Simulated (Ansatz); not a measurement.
## Response to strain in HgTe

The parent structure is HgTe in the zinc blende structure (space group F-43m, No. 216).

```yaml
crystal:
  lattice:
    - [0.00000, 3.21750, 3.21750]
    - [3.21750, 0.00000, 3.21750]
    - [3.21750, 3.21750, 0.00000]
  atoms:
    - { symbol: Hg, position: [0.00000, 0.00000, 0.00000] }
    - { symbol: Te, position: [0.25000, 0.25000, 0.25000] }
```

Cartesian axes are those of the cell as printed.

Strains are applied to the cell and any free atomic positions relax.

All numbers come from Ansatz (an electronic-structure program) LDA, no spin-orbit coupling.

Notes on the quantities. pressure: mean of the normal stresses, compression positive; energy relative to the base: free energy F.

```tsv
variant	volume per atom	pressure	energy relative to the base
base	33.31 Å³	0.0 GPa	0 meV/atom
uniaxial strain ε_zz = −1.50 %	32.81 Å³	0.7 GPa	+1.4 meV/atom
uniaxial strain ε_zz = −1.00 %	32.98 Å³	0.5 GPa	+0.6 meV/atom
uniaxial strain ε_zz = −0.50 %	33.14 Å³	0.2 GPa	+0.2 meV/atom
uniaxial strain ε_zz = +0.50 %	33.48 Å³	-0.2 GPa	+0.1 meV/atom
uniaxial strain ε_zz = +1.00 %	33.64 Å³	-0.5 GPa	+0.6 meV/atom
uniaxial strain ε_zz = +1.50 %	33.81 Å³	-0.7 GPa	+1.3 meV/atom
uniaxial strain ε_zz = +2.00 %	33.97 Å³	-0.9 GPa	+2.4 meV/atom
uniaxial strain ε_zz = +2.50 %	34.14 Å³	-1.1 GPa	+3.7 meV/atom
uniaxial strain ε_zz = +3.00 %	34.31 Å³	-1.3 GPa	+5.3 meV/atom
```

A case with no gap was solved on a k-mesh chosen for an insulator, which is coarse for it. Whether these cells are dynamically stable was not tested. All final runs are without spin polarisation.
